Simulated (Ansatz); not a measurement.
The parent structure is CdTe in the rock salt structure (space group Fm-3m, No. 225; a = 5.999 Å). Axes: x, y, z lie along the cube axes.

Method: PBEsol/PAW in Ansatz (a program for electronic structure), spin-orbit coupling left out.

Before the change:

```
Item                             Value
-----------------------------  -------
Shortest interatomic distance  3.000 Å
Band gap                          zero
```

Modification: a free-standing slab of 2 layers (4 atoms, 2 a layer) is cut normal to the z axis, with 15 Å of vacuum and the in-plane cell held at bulk.

**Question.** What does the calculation give for the shortest interatomic distance, excess energy per area of both faces and band gap after the change?

**Answer.** The shortest interatomic distance shrinks by 0.1422 Å to 2.857 Å; the excess energy per area of both faces (slab less bulk energy over the cell's area: twice a surface energy) is 0.41 J/m² (uncertain by up to 0.04 J/m²); the band gap is still zero.

The excess energy carries the mismatch between the slab's and the bulk's meshes. Spin-orbit coupling, missing from the scalar runs, can matter with Te. Stability against distortions was not tested. All final runs are without spin polarisation. This is not the structure that CdTe has at room temperature and ambient pressure. A zero or small gap of CdTe can be the functional's error rather than a property of the material.
